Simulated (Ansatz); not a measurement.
The reference is BP in the zinc blende structure (space group F-43m, No. 216; a = 4.537 Å). Axes: x, y, z lie along the cube axes.

The change: tensile biaxial strain of 1.67 % in the plane normal to [111], as in epitaxy on a mismatched substrate; the out-of-plane cell vector and the atoms relax.

Method: Ansatz (a quantum-chemistry and plane-wave program), r2SCAN, PAW, cutoff 500 eV, without spin-orbit coupling.

### Question
Give the band edges at the high-symmetry points of the new zone, measured from its valence-band maximum.

### Answer
```
point  valence edge (eV)  conduction edge (eV)
-----  -----------------  --------------------
Γ                   0.00                  3.36
T                  -2.06                  3.55
H₂                 -5.65                  5.62
H₀                 -5.65                  5.62
L                  -1.85                  3.91
S₀                 -3.63                  2.42
S₂                 -3.63                  2.42
F                  -4.23                  1.42
```

The gap is 1.35 eV, indirect, Γ → F–Γ (17 % along).

No phonon test of stability was made. k-point labels follow each cell's own Brillouin zone.
